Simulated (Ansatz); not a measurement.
The parent structure is CdSe in the wurtzite structure (space group P6_3mc, No. 186; a = 4.3828 Å, c = 7.1544 Å). Axes: x lies along a and z along c of the hexagonal cell.

Method: plane-wave PAW DFT at the PBE level (Ansatz, a program for electronic structure, 420 eV), no SOC.

Base values:

| Item | Result |
|---|---|
| Band gap | 0.54 eV |
| Pressure | 0.00 GPa |
| Valence-band top at Γ | 0.00, 0.00, -0.04 eV |

Modification: uniaxial strain ε_zz = −3.00 %, all other strain components held at zero, atoms relaxed at fixed cell.

**Question.** What happens to the energy relative to the base, electron mass, band gap, pressure and valence-band top at Γ?

**Answer.** The energy increases by 6.3 meV/atom; the electron mass is 0.058 mₑ along z, 0.064 mₑ across (at Γ); the band gap goes up by 0.05 eV (0.54 eV → 0.59 eV); the pressure (mean of the normal stresses, compression positive) goes from zero to 1.45 GPa; the valence-band top at Γ (three highest levels, from the VBM) becomes 0.00, -0.06, -0.06 eV (base: 0.00, 0.00, -0.04 eV).

Effective masses come from finite differences of ±0.01 Å⁻¹. Stability against distortions was not tested.
